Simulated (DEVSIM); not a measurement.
Device: Pt/SiO2/n-Si capacitor, at 300 K.

```csv
layer (left to right),material,thickness (nm),Nd (cm⁻³)
1,SiO2,11.0,-
2,Si,15000,1.4e15
```

Metal gate on the left, work function 5.6 eV. Fixed charge at the semiconductor interface 1.2e10 cm⁻² (in units of +e); interface traps 4.6e12 cm⁻² eV⁻¹, uniform in energy, neutral level at 0.3 of the gap above the valence band.

The device is made up for the run: typed textbook-type constants, with dimensions and the other settings drawn at random. Values at 300 K.

```csv
parameter,SiO2,Si
gap (eV),9,1.124
affinity (eV),0.9,4.05
permittivity,3.9,11.7
Nc (cm⁻³),-,2.86e19
Nv (cm⁻³),-,3.1e19
```

DEVSIM, 1D Poisson equation in equilibrium, Boltzmann statistics, complete ionisation; no quantum confinement or tunnelling. Metal contacts follow the ideal Schottky-Mott rule: no Fermi-level pinning, no interface dipoles.

The interface trap density was swept, all else fixed.

```json
[
 {"interface trap density (cm^-2 eV^-1)": "0", "flat-band voltage (V)": "1.28", "minimum of the low-frequency capacitance (μF/cm²)": "___"},
 {"interface trap density (cm^-2 eV^-1)": "1e10", "flat-band voltage (V)": "1.29", "minimum of the low-frequency capacitance (μF/cm²)": "0.0173"},
 {"interface trap density (cm^-2 eV^-1)": "1e11", "flat-band voltage (V)": "1.31", "minimum of the low-frequency capacitance (μF/cm²)": "0.0296"},
 {"interface trap density (cm^-2 eV^-1)": "3e11", "flat-band voltage (V)": "1.37", "minimum of the low-frequency capacitance (μF/cm²)": "0.0536"},
 {"interface trap density (cm^-2 eV^-1)": "1e12", "flat-band voltage (V)": "1.56", "minimum of the low-frequency capacitance (μF/cm²)": "0.113"},
 {"interface trap density (cm^-2 eV^-1)": "2e12", "flat-band voltage (V)": "1.83", "minimum of the low-frequency capacitance (μF/cm²)": "0.162"},
 {"interface trap density (cm^-2 eV^-1)": "4.6e12", "flat-band voltage (V)": "2.53", "minimum of the low-frequency capacitance (μF/cm²)": "0.222"}
]
```

What belongs in the gaps?


- 0, minimum of the low-frequency capacitance (μF/cm²): 0.0159
